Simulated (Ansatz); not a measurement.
Take Ba in the bcc (W type) structure (space group Im-3m, No. 229; a = 4.882 Å; relaxed with 0.1 eV smearing) as the base.

Method: PBEsol (Ansatz, a program for electronic structure, PAW, no spin-orbit coupling).

Strains are applied to the cell and any free atomic positions relax.

One change was made to it. Results:

| quantity | base | after |
|---|---|---|
| energy relative to the base (free energy F) | 0 meV/atom | +1.6 meV/atom |
| pressure | 0.0 GPa | 0.3 GPa |
| band gap | zero | zero |

### Question
Which change produced these results?
A) isotropic strain +0.50 %
B) isotropic strain −1.00 %
C) isotropic strain −2.50 %
D) isotropic strain +2.50 %
E) isotropic strain +3.00 %

### Answer
B, isotropic strain −1.00 %. For comparison, the energy relative to the base in the other runs: isotropic strain +3.00 % gives +12 meV/atom; isotropic strain +2.50 % gives +8.7 meV/atom; isotropic strain +0.50 % gives +0.3 meV/atom; isotropic strain −2.50 % gives +9.9 meV/atom.

No phonon test of stability was made.
